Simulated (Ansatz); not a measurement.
# PtC (model structure, F-43m, No. 216, 2 atoms in the cell): bulk modulus by level of theory

No measured value is used here.

Put these levels in order of the bulk modulus that they give for PtC (model structure, F-43m, No. 216, 2 atoms in the cell), smallest first: LDA (Ansatz, a quantum-chemistry and plane-wave program), PBE (Ansatz), PBEsol (Ansatz).

PBE (219 GPa), PBEsol (243 GPa), LDA (257 GPa)

Unless a cell is named, each level is at its own relaxed cell (LDA 12.49, PBE 13.13, PBEsol 12.72 Å³/atom).

Density-functional levels without +SOC have no spin–orbit coupling. LDA, PBE, PBEsol: the bulk modulus is −V dP/dV from two relaxed cells at ±2 % in volume. Each level is taken at its own relaxed cell. Ansatz's density-functional and Hartree–Fock values are scalar-relativistic unless marked +SOC, with PAW data made under PBE.

A model structure was made by putting elements into a prototype or built by hand; it is no filed structure, need not be a known phase, and can be a saddle point held by its symmetry.
